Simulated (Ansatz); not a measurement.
Start from Bi2Te3 in the Bi2Te3 type structure (space group R-3m, No. 166; a = 4.315 Å, c = 29.619 Å (hexagonal axes)). Axes: x lies along a and z along c of the hexagonal cell.

The values are results of Ansatz (a first-principles code) PBEsol-D3(BJ), without spin-orbit coupling, not measurements.

For the base:

| Quantity | Result |
|---|---|
| Gap character | direct at Γ |
| Valence-band top at Γ | 0.00, -0.99, -0.99 eV |

The change: uniaxial strain ε_xx = −0.84 %, all other strain components held at zero; the atoms relax in the strained cell.

**Question.** What happens to the energy relative to the base, gap character, stress and valence-band top at Γ?

**Answer.** The energy rises by 0.6 meV/atom; the gap character stays direct at Γ; the stress (xx, yy, zz, yz, xz, xy; compression positive) is (0.74, 0.18, 0.32, -0.22, 0.00, 0.00) GPa; the valence-band top at Γ (three highest levels, from the VBM) goes from 0.00, -0.99, -0.99 eV to 0.00, -0.98, -1.03 eV.

Spin-orbit coupling, missing from the scalar runs, can matter with Bi and Te. No phonon test of stability was made. The zero or small gap of Bi2Te3 can change with the level of theory. Labels are those of the standard path for the cell's own space group.
